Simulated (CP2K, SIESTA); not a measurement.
A CP2K input for a self-consistent single point of ScIr3 (Pm-3m, 4 atoms in the cell) (DFT LDA (Pade form), GPW, DZVP-MOLOPT-SR-GTH basis, GTH-PADE potentials (GTH_POTENTIALS)):

```
&GLOBAL
  PROJECT run
  RUN_TYPE ENERGY_FORCE
  PRINT_LEVEL MEDIUM
&END GLOBAL
&FORCE_EVAL
  METHOD Quickstep
  STRESS_TENSOR ANALYTICAL
  &DFT
    BASIS_SET_FILE_NAME BASIS_MOLOPT
    POTENTIAL_FILE_NAME GTH_POTENTIALS
    &QS
      METHOD GPW
      EPS_DEFAULT 1E-10
    &END QS
    &MGRID
      CUTOFF 600
      REL_CUTOFF 50
      NGRIDS 5
    &END MGRID
    &SCF
      SCF_GUESS ATOMIC
      EPS_SCF 1E-6
      MAX_SCF 100
      ADDED_MOS 11
      &DIAGONALIZATION
        ALGORITHM STANDARD
      &END DIAGONALIZATION
      &MIXING
        METHOD BROYDEN_MIXING
        ALPHA 0.3
        NBUFFER 8
        BETA 1.5
      &END MIXING
      &SMEAR ON
        METHOD FERMI_DIRAC
        ELECTRONIC_TEMPERATURE [K] 1578.21
      &END SMEAR
    &END SCF
    &KPOINTS
      SCHEME MONKHORST-PACK 6 6 6
      GAMMA_CENTERED T
    &END KPOINTS
    &XC
      &XC_FUNCTIONAL PADE
      &END XC_FUNCTIONAL
    &END XC
    &PRINT
      &MO
        EIGENVALUES T
        OCCUPATION_NUMBERS T
        NDIGITS 8
        FILENAME mo
        &EACH
          QS_SCF 0
        &END EACH
        ADD_LAST NUMERIC
      &END MO
      &MULLIKEN ON
      &END MULLIKEN
    &END PRINT
  &END DFT
  &SUBSYS
    &CELL
      A 3.84833100 0.00000000 0.00000000
      B 0.00000000 3.84833100 0.00000000
      C 0.00000000 0.00000000 3.84833100
      PERIODIC XYZ
    &END CELL
    &COORD
      Sc       0.00000000     0.00000000     0.00000000
      Ir       0.00000000     1.92416550     1.92416550
      Ir       1.92416550     0.00000000     1.92416550
      Ir       1.92416550     1.92416550     0.00000000
    &END COORD
    &KIND Sc
      BASIS_SET DZVP-MOLOPT-SR-GTH-q11
      POTENTIAL GTH-PADE-q11
    &END KIND
    &KIND Ir
      BASIS_SET DZVP-MOLOPT-SR-GTH-q17
      POTENTIAL GTH-PADE-q17
    &END KIND
  &END SUBSYS
  &PRINT
    &FORCES ON
    &END FORCES
    &STRESS_TENSOR ON
    &END STRESS_TENSOR
  &END PRINT
&END FORCE_EVAL
```

Problem. Translate this input to SIESTA.

Solution. This is the input that was run; spellings and numerical settings could be chosen otherwise.

```
# files in the folder: Sc.psml Ir.psml (PseudoDojo LDA standard)
SystemName  ScIr3
SystemLabel ScIr3

NumberOfAtoms                4
NumberOfSpecies              2
%block ChemicalSpeciesLabel
  1 21 Sc
  2 77 Ir
%endblock ChemicalSpeciesLabel
LatticeConstant              1.0 Ang
%block LatticeVectors
     3.848331000    0.000000000    0.000000000
     0.000000000    3.848331000    0.000000000
     0.000000000    0.000000000    3.848331000
%endblock LatticeVectors
AtomicCoordinatesFormat      Ang
%block AtomicCoordinatesAndAtomicSpecies
     0.000000000    0.000000000    0.000000000  1
     0.000000000    1.924165500    1.924165500  2
     1.924165500    0.000000000    1.924165500  2
     1.924165500    1.924165500    0.000000000  2
%endblock AtomicCoordinatesAndAtomicSpecies

XC.functional                LDA
XC.authors                   PW92
PAO.BasisSize                DZP
PAO.EnergyShift              0.01 Ry
MeshCutoff                   300 Ry
%block kgrid.MonkhorstPack
    6   0   0  0.0
    0   6   0  0.0
    0   0   6  0.0
%endblock kgrid.MonkhorstPack
OccupationFunction           FD
ElectronicTemperature        1578.21 K

MaxSCFIterations             150
SCF.Mixer.Method             Broyden
SCF.Mixer.Weight             0.25
SCF.Mixer.History            6
SCF.DM.Tolerance             1.0E-05
Diag.ParallelOverK           true
WriteForces                  true
Charge.Mulliken              end
```

Basis, cutoffs, solver keys and any potentials are the target program's own. This input uses DFT, LDA PW92, numerical atomic orbitals DZP, PseudoDojo LDA standard norm-conserving potentials (rewritten from UPF to PSML). LDA parametrisations can differ slightly between programs. Both were run: pressure -9.10 GPa in CP2K and 3.18 in SIESTA.

On SIESTA: the starting cell comes from a database of computed structures (which also holds hypothetical and non-ambient phases and stackings), without a prior relaxation at this level. Its lattice was rescaled by a random factor within 2.5 % of one. Spin polarisation is off. Values carry the incompleteness of an atom-centred basis. With a pressure of about 3 GPa the cell is away from its equilibrium volume at this level.

On CP2K: the starting cell comes from a database of computed structures (which also holds hypothetical and non-ambient phases and stackings), without a prior relaxation at this level. Its lattice was rescaled by a random factor within 2.5 % of one. Spin polarisation is off. Values carry the incompleteness of an atom-centred basis. With a pressure of about -9 GPa the cell is away from its equilibrium volume at this level.
